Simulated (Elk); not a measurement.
Worked example: self-consistent single point of NaF (Fm-3m, 2 atoms in the cell) in Elk.

Method of the run: PBE, all-electron FP-LAPW, Elk's shipped species files, APW+lo basis with extra local orbitals (Elk).

The change in words: lattice scaled by 0.98. Reference geometry:
```yaml
crystal:
  lattice:
    - [0.00000, 2.26738, 2.26738]
    - [2.26738, 0.00000, 2.26738]
    - [2.26738, 2.26738, 0.00000]
  atoms:
    - { symbol: Na, position: [0.00000, 0.00000, 0.00000] }
    - { symbol: F, position: [0.50000, 0.50000, 0.50000] }
```

Reference input (self-consistent single point, DFT, PBE, all-electron FP-LAPW, Elk's shipped species files, APW+lo basis with extra local orbitals): xctype = 20; rgkmax = 7.5; stype = 0; swidth = 0.0001 Ha; ngridk = 10 10 10; gmaxvr = 16 1/bohr; nxlo = 2; lorbcnd = true; rmtscf = 0.96; lmaxi = 2. This run's input differs from it in these lines:

```diff
@@ -31,5 +31,5 @@
 avec
-    0.0000000000    4.2847253307    4.2847253307
-    4.2847253307    0.0000000000    4.2847253307
-    4.2847253307    4.2847253307    0.0000000000
+    0.0000000000    4.1990300304    4.1990300304
+    4.1990300304    0.0000000000    4.1990300304
+    4.1990300304    4.1990300304    0.0000000000
```

The program printed (abridged):

```
│ Self-consistent loop started │
│ Loop number : 1 │
 total energy                :     -266.084898208
│ Loop number : 2 │
 total energy                :     -266.020113073
RMS change in Kohn-Sham potential (target) :    1.296575686     (  0.1000000000E-05)
Absolute change in total energy (target)   :   0.6478513494E-01 (  0.1000000000E-03)
│ Loop number : 3 │
 total energy                :     -265.800497208
RMS change in Kohn-Sham potential (target) :    1.207136623     (  0.1000000000E-05)
Absolute change in total energy (target)   :   0.2358121492     (  0.1000000000E-03)
│ Loop number : 4 │
   [... lines left out ...]
Absolute change in total energy (target)   :   0.5853063645E-03 (  0.1000000000E-03)
│ Loop number : 13 │
 total energy                :     -262.506993047
RMS change in Kohn-Sham potential (target) :   0.1316934695E-05 (  0.1000000000E-05)
Absolute change in total energy (target)   :   0.1452755458E-03 (  0.1000000000E-03)
│ Loop number : 14 │
 total energy                :     -262.506984178
RMS change in Kohn-Sham potential (target) :   0.2781627615E-06 (  0.1000000000E-05)
Absolute change in total energy (target)   :   0.4518796595E-04 (  0.1000000000E-03)
Convergence targets achieved

│ Loop number : 15 │

Energies :
 Fermi                       :    -0.669456231602E-01
 total energy                :     -262.506980800

Density of states at Fermi energy :   0.8051733520E-05
 (states/Hartree/unit cell)

Estimated indirect band gap :   0.2604633826
 from k-point      1 to k-point      1
Estimated direct band gap   :   0.2604633826
 at k-point      1

Charges :
 core                        :    4.000000000
 valence                     :    16.00000000
 interstitial                :   0.9531650440
 muffin-tins (core leakage)
  species :    1 (Na)
   atom    1                 :    10.07977466     (  0.2220446049E-15)
  species :    2 (F)
   atom    1                 :    8.967060293     (  0.3030176110E-10)
 total in muffin-tins        :    19.04683496
 total calculated charge     :    20.02640093
 total charge                :    20.00000000
 error                       :   0.2640092813E-01

│ Self-consistent loop stopped │
```

The run converged in 15 iterations. The count includes the last loop, which Elk runs after its targets are met. Against the reference run the total energy goes up by 44.3 meV/atom and the gap on the mesh goes from 6.730 to 7.088 eV.

The starting cell comes from a database of computed structures (which also holds hypothetical and non-ambient phases and stackings), without a prior relaxation at this level. Its lattice was rescaled by a random factor within 2.5 % of one. For this run, on top of that: lattice scaled by 0.98. Values depend on the basis (sphere radii, cutoffs, local orbitals), which need not be converged.
